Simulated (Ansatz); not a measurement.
Output of an Ansatz run (abridged):

```
WARN ansatz: RAYON_NUM_THREADS=1 ignored (pool sized by the plan → 1); use --threads N
Pseudopotentials: kind: paw
Pseudopotential: Se, paw, valence charge 16
Pseudopotential: Os, paw, valence charge 16
Crystal: 2 atoms, lattice volume = 37.511 Å³
Basis set: ecut = 420 eV, 725 PW (Γ), exchange–correlation on 54×54×54 points (8 copies of the dense FFT grid, shifted against one another)
Bands: 20, of which v1, the nominal top of the filled ones, is band 16 counted from 1 (15 counted from 0)
Symmetry: 48 space group operations
Space group: Fm-3m (ITA 225), of the structure as read, at distance tolerance 3.3e-5 Å
k-points: 16 of 216
PAW frozen core: Se, regenerated for the run's functional, and the local potential with it
PAW frozen core: Os, regenerated for the run's functional, and the local potential with it
Initial density: superposition of atomic densities (neutral atoms: chi_scale 0, normalization atom), corrected by the library's trained network
Initial wavefunctions: pseudopotential atomic-orbital guess
Eigensolver: davidson
Functional: x = revpbe(κ = 1.245, μ = 0.2195149727645171), c = pbe(β = 0.06672455060314922)
SCF iter   1: F=—  HF=-16864.825204 eV  |F-HF|=—  |Δ(HF+E_count)|=         —  Δρ=5.48e-3  dr2=5.33e-3  ethr=1.77e-3  ⟨swp⟩=4.9  Hψ=1311  notcnv=0
all-band conjugate gradients solve this SCF's bands
preconditioner: auto → Kerker (q_TF=auto, 2.657 Å⁻¹)
SCF iter   2: F=—  HF=-16864.826201 eV  |F-HF|=—  |Δ(HF+E_count)|=   9.97e-4  S|Δr|=    0.00e0  Δρ=3.10e-3  dr2=1.95e-3  ethr=1.66e-5  ⟨swp⟩=2.0  Hψ=511  notcnv=0
SCF iter   3: F=—  HF=-16864.826173 eV  |F-HF|=—  |Δ(HF+E_count)|=   2.80e-5  S|Δr|=    0.00e0  Δρ=4.61e-4  dr2=9.41e-5  ethr=6.09e-6  ⟨swp⟩=2.0  Hψ=406  notcnv=0
SCF iter   4: F=—  HF=-16864.826187 eV  |F-HF|=—  |Δ(HF+E_count)|=   1.47e-5  S|Δr|=    0.00e0  Δρ=2.43e-4  dr2=1.93e-5  ethr=2.94e-7  ⟨swp⟩=2.3  Hψ=551  notcnv=0
SCF iter   5: F=—  HF=-16864.826200 eV  |F-HF|=—  |Δ(HF+E_count)|=   1.26e-5  S|Δr|=    0.00e0  Δρ=9.10e-5  dr2=4.69e-6  ethr=6.04e-8  ⟨swp⟩=2.0  Hψ=558  notcnv=0
SCF iter   6: F=—  HF=-16864.826200 eV  |F-HF|=—  |Δ(HF+E_count)|=   1.62e-7  S|Δr|=    0.00e0  Δρ=3.23e-5  dr2=3.69e-7  ethr=1.47e-8  ⟨swp⟩=2.0  Hψ=552  notcnv=0
SCF iter   7: F=-16864.826200 eV  HF=-16864.826200 eV  |F-HF|=1.54e-8  |Δ(HF+E_count)|=   2.58e-7  S|Δr|=    0.00e0  Δρ=1.11e-5  dr2=3.85e-8  ethr=3.13e-10  ⟨swp⟩=5.1  Hψ=1285  notcnv=0
SCF 1 converged in 7 iterations: F = -16864.826200 eV  dr2 = 3.85e-8
SCF converged after 7 iterations
Stability not checked (fill_not_monotonic)
Free energy (F): -16864.826200 eV
Harris-Foulkes:  -16864.826200 eV  (|F-HF|=1.54e-8)
Internal energy: -16864.831873 eV  (E = F + TS)
E sigma→0 (E₀):  -16864.828091 eV
Entropy (-TS):   0.005673 eV (2.836 meV/atom)
Fermi energy:    15.452390 eV
--- Per-component energies (eV) ---
  E_band       = -497.062540
  E_kinetic    = 682.399463
  E_local      = -3201.198855  (includes V_loc(G=0)·N_el)
  E_nonlocal   = -596.942471
  E_hartree    = 1495.493130
  E_xc         = -368.875793
  E_vxc        = -379.069161  (∫ρ·V_xc dr)
  E_paw        = -10938.912657  (= ΣΔE_a)
  E_vpaw       = 6.770593  (= ΣTr[D̂ρ^β])
  E_aug_tail   = -0.000699  (compensation charges beyond the density's cutoff)
  E_ewald      = -3936.579048
  E_core_change = -0.214942  (= ΣΔE_core)
  E_smearing   = 0.005673  (= −TS)
  E_closure    = -0.000000  (closes the sum)
  Σ components = -16864.826200   (vs F -16864.826200, Δ=0.00e0)
--- Forces (eV/Å), atoms counted from 1 ---
  atom   1  Se    -0.00000000    -0.00000000    -0.00000000
  atom   2  Os     0.00000000    -0.00000000    -0.00000000
  max |Σ_I F_I| component: 9.62e-29 eV/Å
--- Stress (GPa, compression-positive) ---
       -9.362877      -0.000000       0.000000
       -0.000000      -9.362877       0.000000
       -0.000000      -0.000000      -9.362877
  P = ⅓ Tr σ = -9.3629 GPa (-93.629 kbar)
  The stress holds the Pulay correction. Without it, at fixed plane waves, as pw.x and ABINIT print it: P = -9.3969 GPa
--- Band table (eV; the first three rows and the last of 16) ---
  k-point 0: bands = ["-69.8261", "-33.4805", "-33.4805", "-33.4745", "-33.4745", "-33.4745", "-29.3132", "-29.3132", "-29.3132", "0.1277", "13.5664", "13.5664", "13.5664", "13.7342", "13.7342", "13.7520", "13.7520", "13.7520", "17.0420", "24.7784"]
  k-point 1: bands = ["-69.8260", "-33.4811", "-33.4811", "-33.4745", "-33.4744", "-33.4744", "-29.3207", "-29.3133", "-29.3133", "0.4366", "11.3432", "11.9560", "11.9560", "13.8824", "13.8824", "14.2807", "15.9679", "15.9679", "18.9911", "24.0788"]
  k-point 2: bands = ["-69.8256", "-33.4821", "-33.4821", "-33.4744", "-33.4741", "-33.4741", "-29.3358", "-29.3134", "-29.3134", "1.1835", "8.9500", "10.8319", "10.8319", "14.5803", "14.5803", "14.8430", "18.2719", "18.2719", "19.7813", "23.3768"]
  k-point 15: bands = ["-69.8252", "-33.4813", "-33.4804", "-33.4745", "-33.4739", "-33.4735", "-29.3361", "-29.3284", "-29.3230", "1.5721", "9.9955", "10.3965", "10.7719", "14.1391", "14.9828", "15.3207", "15.4957", "15.8404", "19.4801", "24.3054"]
```

The structure:

```xyz
2
Lattice="0.0000 2.6569 2.6569 2.6569 0.0000 2.6569 2.6569 2.6569 0.0000" Properties=species:S:1:pos:R:3 pbc="T T T"
Se     0.0000     0.0000     0.0000
Os     2.6569     2.6569     2.6569
```

Problem. Write an input that gives this output.

Solution. Other spellings and defaults could give the same log, and not every line can be read from it. The input that was run (DFT, revPBE, plane waves, default PAW files made with PBE):

Ansatz 0.2 input:
```yaml
# OsSe
crystal:
  lattice:
    - [0.000000, 2.656915, 2.656915]
    - [2.656915, 0.000000, 2.656915]
    - [2.656915, 2.656915, 0.000000]
  atoms:
    - { symbol: Se, position: [0.000000, 0.000000, 0.000000] }
    - { symbol: Os, position: [0.500000, 0.500000, 0.500000] }
basis:
  ecutwfc: 420.0 eV
kpoints:
  mp_grid: { grid: [6, 6, 6] }
hamiltonian:
  xc: revpbe
  pseudopotentials: { kind: paw }
scf:
  occupations: { method: cold, width: 0.1 eV }
output:
  forces: true
  eigenvalues: true
  stress: true
```

The starting cell was generated: these elements placed on a structure prototype, without a prior relaxation; it need not be a known phase or ordering of this composition. Its lattice was rescaled by a random factor within 2.5 % of one. Spin-orbit coupling is off. Spin polarisation is off. With a pressure of about -9 GPa the cell is away from its equilibrium volume at this level. Ansatz's pressure includes its estimate of the finite-basis (Pulay) stress.

Ansatz is a first-principles code.
